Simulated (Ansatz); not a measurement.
The parent structure is HfN in the rock salt structure (space group Fm-3m, No. 225; a = 4.502 Å; relaxed with 0.1 eV smearing). Axes: x, y, z lie along the cube axes.

Method: PBEsol in Ansatz (plane waves to 420 eV, PAW, no spin-orbit coupling).

Base values:

The shortest interatomic distance is 225.1 pm.

Now apply this change: a pure shear with ε_xy = ε_yx = 0.0200, atoms relaxed at fixed cell.

Question: What happens to the energy relative to the base?

Answer: The energy increases by 7.1 meV/atom.

Question: How does this affect the stress?

Answer: The stress (xx, yy, zz, yz, xz, xy; compression positive) comes out as (0.3, 0.3, -0.1, 0.0, 0.0, -5.0) GPa.

Question: How does this affect the shortest interatomic distance?

Answer: The shortest interatomic distance stays 225.1 pm.

The cells carry an imposed strain or load. No phonon test of stability was made. The final runs are not spin-polarised. An odd electron count without spin: HfN.

Ansatz is a program for electronic structure.
